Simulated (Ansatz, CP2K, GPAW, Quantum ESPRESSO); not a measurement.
# Code comparison for NiTeSe (P3m1, 3 atoms in the cell)

Self-consistent single point, at a second geometry (lattice scaled by 0.98). First geometry:

```yaml
crystal:
  lattice:
    - [3.67925, 0.00000, 0.00000]
    - [-1.83963, 3.18632, 0.00000]
    - [0.00000, 0.00000, 5.10108]
  atoms:
    - { symbol: Ni, position: [0.00000, 0.00000, 0.01287] }
    - { symbol: Te, position: [0.66667, 0.33333, 0.74931] }
    - { symbol: Se, position: [0.33333, 0.66667, 0.23782] }
```

Shared settings, as Ansatz (a first-principles code) writes them: kpoints.mp_grid.grid = 7 7 5; scf.occupations.method = fermi_dirac; scf.occupations.width = 0.1 eV. Potentials and cutoffs stand in the table.

| code | model | ΔF from the first geometry (meV/atom) | pressure (GPa) | largest force (eV/Å) | cutoff |
|---|---|---|---|---|---|
| Ansatz | PBEsol, PAW files made with PBE | 22.8 | 6.74 | 0.860 | 420 eV |
| Quantum ESPRESSO | PBEsol, PSlibrary ultrasoft (PBE) pseudopotentials | 30.7 | 7.75 | 0.989 | 50 Ry |
| CP2K | PBEsol, GPW, DZVP-MOLOPT-PBE-GTH basis, GTH-PBE potentials (POTENTIAL_UZH) | 48.3 | 10.54 | 1.204 | grid 600 Ry |
| GPAW | PBEsol, GPAW PAW datasets PBEsol (made by gpaw-setup) | 23.5 | 6.94 | 0.837 | 800 eV |

Size of the force on each atom (eV/Å): Sizes of forces hide their directions.

```tsv
code	Ni1	Te2	Se3
Ansatz	0.254	0.860	0.606
Quantum ESPRESSO	0.276	0.989	0.713
CP2K	0.410	1.204	0.824
GPAW	0.162	0.837	0.677
```

On Ansatz's run: spin-orbit coupling is off. Spin polarisation is off, so a magnetic state, if there is one, cannot be reached.

The spread over the programs that give each value: ΔF from the first geometry within 25.5 meV/atom; pressure within 3.80 GPa; largest force within 0.367 eV/Å.

CP2K uses small atom-centred bases, whose incompleteness enters pressures, forces and empty levels differently from a plane-wave cutoff. Ansatz's pressure is given at a fixed set of plane waves, as the other plane-wave codes print theirs; with its correction for the finite basis it is 6.79 GPa. In the pressure, CP2K (by 3.60) lies more than 1 GPa from the median of the plane-wave programs.

The starting cell comes from a database of computed structures (which also holds hypothetical and non-ambient phases and stackings), without a prior relaxation at this level. Its lattice was rescaled by a random factor within 2.5 % of one. For this run, on top of that: lattice scaled by 0.98.

Keys are those of Ansatz 0.2.
